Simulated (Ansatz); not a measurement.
## CaScHO2 (model structure, started from the SrVO2H type, P4/mmm, No. 123, 5 atoms in the cell)

The numbers are results of HSE06 in Ansatz (PAW), not measurements.

Numerical settings: plane-wave cutoff 460 eV, 6×6×6 k mesh, Fermi–Dirac smearing 0.01 eV, scalar-relativistic PAW data made under PBE.

Cell (relaxed with PBEsol):

CaScHO2 is taken in the tetragonal space group P4/mmm (No. 123), Pearson symbol tP5. Conventional cell: a = b = 4.0464 Å, c = 3.6993 Å, α = β = γ = 90.00°. Ca on 1d is surrounded by 8 O at 2.741 Å. Sc on 1a has 2 H at 1.850 Å and 4 O at 2.023 Å (octahedral). O on 2f is surrounded by 2 Sc at 2.023 Å and 4 Ca at 2.741 Å (octahedral). H on 1b has 2 Sc at 1.850 Å (linear). (Neighbours: up to the widest gap in distance over summed covalent radii, below 1.35, at either atom; cation-cation and far metal-metal contacts left out.)

| Item | Value |
|---|---|
| band gap | 3.56 eV (on the SCF k mesh) (indirect) |
| smallest direct gap on the k points sampled | 4.07 eV |
| Γ–Γ gap | 5.96 eV |

Note: the relaxation could raise the start's symmetry but not lower it, so the cell can be a saddle point; cell and atoms aren't relaxed at this level (pressure 1.6 GPa).

Computed values are for the static lattice.

A model structure was made by putting elements into a prototype or built by hand; it is no filed structure, need not be a known phase, and can be a saddle point held by its symmetry.

Ansatz is a program for electronic structure.
